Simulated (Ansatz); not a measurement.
**Effect of isotropic strain +2.50 % on GaAs**

The reference is GaAs in the zinc blende structure (space group F-43m, No. 216; a = 5.6667 Å).

Modification: the cell is scaled by 1.0250 in all directions, atoms relaxed at fixed cell.

The values are results of Ansatz (a program for electronic structure) r2SCAN, without spin-orbit coupling, not measurements. Settings: 10×10×10 k-points, 0.05 eV Fermi–Dirac smearing.

The volume per atom rises by 1.749 Å³, from 22.75 Å³ to 24.49 Å³ and the space group remains F-43m (No. 216). The shortest interatomic distance goes up by 0.061 Å to 2.515 Å and the energy rises by 26 meV/atom. The pressure goes from zero to -4.51 GPa and the band gap falls by 0.58 eV, from 0.96 eV to 0.38 eV. The gap character is still direct at Γ and the mean gap deformation potential ΔEg/Δln V comes out as -7.8 eV. The width of the top valence band shrinks by 0.33 eV (3.40 eV → 3.07 eV) and the electron mass goes from 0.051 mₑ (at Γ) to 0.023 mₑ (at Γ). The hole mass (degenerate bands, along [100]) goes from 0.050, 0.34, 0.34 mₑ (at Γ) to 0.022, 0.37, 0.37 mₑ (at Γ) and the valley order (the lowest conduction-band minima on the path, energy above the VBM, named in the base's zone) goes from Γ 0.96 eV; L along ⟨111⟩ 1.35 eV; a point along ⟨100⟩, about 1.0 Å⁻¹ from Γ 1.72 eV to Γ 0.38 eV; L along ⟨111⟩ 1.13 eV; a point along ⟨100⟩, about 1.0 Å⁻¹ from Γ 1.80 eV.

Cost of the whole job for the changed cell (relaxation, final SCF and bands): about 21 core-seconds (a rough figure).

Effective masses come from finite differences of ±0.01 Å⁻¹. Stability against distortions was not tested.
